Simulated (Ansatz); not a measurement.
Base system: HgS in the zinc blende structure (space group F-43m, No. 216; a = 5.876 Å).

Levels (all Ansatz, a first-principles code, PAW): PBEsol (420 eV, without spin-orbit coupling); PBEsol+SOC (420 eV, spin-orbit coupling included).

The geometry is relaxed with PBEsol.

| Item | Result |
|---|---|
| PBEsol pressure | 0.0 GPa |

Problem. What does PBEsol+SOC give at this geometry for the pressure?

Solution. The pressure goes from zero to -0.7 GPa.

Single points use the geometry relaxed with PBEsol. Differences between runs with and without spin-orbit coupling are approximate. Whether these cells are dynamically stable was not tested. The runs without spin-orbit coupling are not spin-polarised. Gaps under 0.05 eV, about the width of the smearing, are given as zero.
